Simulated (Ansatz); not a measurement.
**How a calculation on KFe2Se2 (I4/mmm, 5 atoms in the cell) responds to its settings**

```xyz
5
Lattice="-1.8708 1.8708 7.3705 1.8708 -1.8708 7.3705 1.8708 1.8708 -7.3705" Properties=species:S:1:pos:R:3 pbc="T T T"
K      0.0000     0.0000     0.0000
Fe     0.0000     1.8708     3.6853
Fe     1.8708     0.0000     3.6853
Se     0.0000     0.0000     9.4516
Se     0.0000     0.0000     5.2894
```
Moments meant for the start (each program seeds them in its own way; μB, in the order of the atoms K Fe Fe Se Se): 0.0 4.0 4.0 0.0 0.0.

Base run A: PBEsol, PAW files made with PBE in Ansatz (a first-principles code), self-consistent single point.

Its settings: kpoints.mp_grid.grid = 7 7 7; hamiltonian.xc = pbesol; hamiltonian.pseudopotentials = {kind: paw} (the program's default PAW files); magnetization.spin_polarized = true; scf.occupations.method = cold; scf.occupations.width = 0.1 eV.

The starting cell comes from a database of computed structures (which also holds hypothetical and non-ambient phases and stackings), without a prior relaxation at this level. Its lattice was rescaled by a random factor within 2.5 % of one. The magnetic order is the one reached from the typed start; others were not searched systematically. Ansatz's pressure includes its estimate of the finite-basis (Pulay) stress.

ΔF is the free energy per atom less that of run A. 

Run A gave: pressure (GPa) -1.94; largest force (eV/Å) 0.018; size of the net moment (μB/atom) 1.20; TS (meV/atom) -0.8; k-points 40.

Runs:
- B: kpoints.mp_grid.grid, scf.occupations.width = 5 5 5, 0.03 eV
- C: kpoints.mp_grid.grid, scf.occupations.width = 5 5 5, 0.1 eV
- D: kpoints.mp_grid.grid, scf.occupations.width = 5 5 5, 0.3 eV
- E: kpoints.mp_grid.grid, scf.occupations.width = 6 6 6, 0.03 eV
- F: kpoints.mp_grid.grid, scf.occupations.width = 6 6 6, 0.1 eV
- G: kpoints.mp_grid.grid, scf.occupations.width = 6 6 6, 0.3 eV
- H: kpoints.mp_grid.grid, scf.occupations.width = 7 7 7, 0.03 eV
- I: kpoints.mp_grid.grid, scf.occupations.width = 7 7 7, 0.3 eV
- J: kpoints.mp_grid.grid, scf.occupations.width = 8 8 8, 0.03 eV
- K: kpoints.mp_grid.grid, scf.occupations.width = 8 8 8, 0.1 eV
- L: kpoints.mp_grid.grid, scf.occupations.width = 8 8 8, 0.3 eV

**Question.** What does run L change against A?

**Answer.** The free energy goes up by 7.0 meV/atom, the pressure goes from -1.94 to -2.39 GPa, the largest force goes from 0.018 to 0.151 eV/Å and the size of the net moment hardly changes (1.20 to 1.17 μB/atom).

**Question.** What does run K change against A?

**Answer.** The free energy goes up by 1.2 meV/atom, the pressure goes from -1.94 to -2.24 GPa, the largest force goes from 0.018 to 0.107 eV/Å and the size of the net moment hardly changes (1.20 to 1.18 μB/atom).

```
run  ΔF (meV/atom)  pressure (GPa)  largest force (eV/Å)  size of the net moment (μB/atom)  TS (meV/atom)  k-points
---  -------------  --------------  --------------------  --------------------------------  -------------  --------
A             0.00           -1.94                 0.018                              1.20           -0.8        40
B             -6.6           -1.84                 0.003                              1.21            0.0        18
C             -6.6           -1.84                 0.002                              1.21           -0.5        18
D              2.6           -2.22                 0.097                              1.19          -19.6        18
E            -1.05           -2.06                 0.071                              1.19            0.2        30
F            -0.89           -1.96                 0.043                              1.20           -1.3        30
G              6.4           -2.27                 0.119                              1.18          -16.8        30
H            -0.19           -1.83                 0.003                              1.21            0.0        40
I              7.2           -2.30                 0.128                              1.18          -15.8        40
J             1.25           -2.17                 0.095                              1.18            0.0        59
K             1.24           -2.24                 0.107                              1.18            0.0        59
L              7.0           -2.39                 0.151                              1.17          -16.2        59
```

Keys are those of Ansatz 0.2.
